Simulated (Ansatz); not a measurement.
Consider C in the diamond structure (space group Fd-3m, No. 227; a = 3.5603 Å). Axes: x, y, z lie along the cube axes.

All numbers come from Ansatz (an electronic-structure program), r2SCAN, PAW, cutoff 500 eV, scalar-relativistic without spin-orbit coupling.

Base values:

| Item | Result |
|---|---|
| Smallest direct gap | 5.90 eV |

The change: uniaxial stress, 3 GPa tension along z; all other stress components relax to zero.

Task: Predict the new mean lateral Poisson ratio and smallest direct gap.

Result: The mean lateral Poisson ratio comes out as 0.09; the smallest direct gap drops by 0.04 eV, from 5.90 eV to 5.86 eV.

Load acts through the strain it causes; cell and atoms are relaxed under it. Stability under load was not tested beyond the relaxation.
